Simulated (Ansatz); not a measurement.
The starting structures come from a database of crystals and need not be the phases stable at ambient conditions.

 Where the default PAW files enter, the runs use the earlier of Ansatz's two default sets.

The decay constant κ of evanescent states in the gap governs leakage through a thin film.

Given:

```
YFO
1.0
    5.41965     0.00000     0.00000
    2.70982     6.08352     0.00000
    2.70982    -1.20705     2.42614
Y O F
2 2 2
Direct
  0.78852   0.71148   0.21148
  0.71148   0.28852   0.78852
  0.50000   0.50000   0.50000
  0.00000   0.50000   0.50000
  0.50000   0.00000   0.00000
  0.00000   0.00000   0.00000
```

Space group of this cell: P4/nmm. The cell is taken as given; by PBEsol its mean pressure is -2.3 GPa.

Transport runs along the normal of the first two printed cell vectors, the (111) plane of the conventional cell.

The gap is the functional's own. No spin-orbit coupling. Mid-gap values are interpolated on the energy grid.

Estimate the band gap and the smallest decay constant κ at mid-gap that Ansatz (a program for electronic structure) with PBEsol returns for this system.

Gap 4.93 eV on a 12×12×12 mesh; κ = 0.390 1/Å, at the zone centre.
